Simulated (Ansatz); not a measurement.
```xyz
6
Lattice="5.2375 0.0000 0.0000 0.0000 5.2375 0.0000 0.0000 0.0000 5.2375" Properties=species:S:1:pos:R:3 pbc="T T T"
S      0.0000     0.0000     0.0000
S      2.6188     2.6188     2.6188
Au     1.3094     1.3094     3.9282
Au     1.3094     3.9282     1.3094
Au     3.9282     3.9282     3.9282
Au     3.9282     1.3094     1.3094
```

The cell is a database entry relaxed within its symmetry; it need not be the phase found at ambient conditions. Dynamical quadrupoles are not included in the interpolation of the phonons between the solved wave vectors. Spin-orbit coupling is not included.

Problem. Is this relaxed cell dynamically stable according to harmonic phonons (finite displacements on a 4×4×4 mesh, PBEsol density-functional theory in Ansatz (plane waves, PAW), k mesh 4×4×4)? If not, where is the strongest instability?

Solution. No. The softest mode is 17i cm⁻¹ at q = (-0.500, -0.500, -0.500) in fractions of the reciprocal vectors of this cell, and 13 of the 64 wave vectors of the mesh carry a mode beyond 15i cm⁻¹.

The PAW data sets were generated under PBE and serve the other functionals too.

Ansatz is a first-principles code.
